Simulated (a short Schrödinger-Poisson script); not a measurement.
System: MOS inversion layer, HfO2 on p-type Ge(100), at 300 K.

```csv
layer,material,thickness (nm),Na (cm⁻³)
1,HfO2,12.3,-
2,Ge,210,4e18
```

Constants are typed, rounded textbook-type inputs, not results; the design itself was drawn at random and stands for no fabricated device. HfO2: permittivity 22, conduction-band edge (eV) 1.5, gap (eV) 5.7, electron mass (mₑ) 0.2. Ge: permittivity 16, conduction-band edge (eV) 0, gap (eV) 0.664, Nv at 300 K (cm⁻³) 6e18.

Channel valleys (confinement mass, in-plane density-of-states mass, number): L4 0.12, 0.295, 4. At the gate the conduction-band edge of layer 1 lies 1.66 eV − eVg above the Fermi level of the channel; the field vanishes at the back. Gaps are held at their typed values at every temperature. Mesh 0.03 nm at interfaces.

Solved with a short Schrödinger-Poisson script written for these runs: 1D Poisson equation in equilibrium, electrons quantum, Hartree (BenDaniel-Duke, 12 states a valley, the channel's in-plane mass for all, wave functions ending at the dielectric), parabolic valleys, classical holes, full ionisation, no traps, pinning or gate leakage.

The same stack at other levels of the model or other numerical settings:

```csv
run,sheet density of all electrons at Vg = 2.3 V (cm⁻²),sheet density of all electrons at Vg = 1.1 V (cm⁻²),capacitance at Vg = 2.3 V (μF/cm²),centroid of the channel electrons at Vg = 2.3 V (nm),rough cost against the base
base,8.65e12,1.05e11,1.31,2.20,about 1
"electrons treated as classical, Boltzmann",1.30e13,(withheld),1.54,0.25,0.05
"electrons treated as classical, Fermi-Dirac",(withheld),(withheld),1.42,0.57,0.2
mesh six times as coarse,8.65e12,1.06e11,1.31,2.20,0.3
one subband a valley,8.65e12,1.05e11,1.31,2.20,0.5
```

Task: Complete the blanks.

Result: 
- electrons treated as classical, Fermi-Dirac, sheet density of all electrons at Vg = 1.1 V (cm⁻²): 1.69e12
- electrons treated as classical, Fermi-Dirac, sheet density of all electrons at Vg = 2.3 V (cm⁻²): 1.16e13
- electrons treated as classical, Boltzmann, sheet density of all electrons at Vg = 1.1 V (cm⁻²): 1.92e12

The classical rows ignore confinement, and Boltzmann statistics overrate the density once the band edge passes the Fermi level.

Only the L valleys are kept; under strong confinement the Δ valleys of Ge fill too.
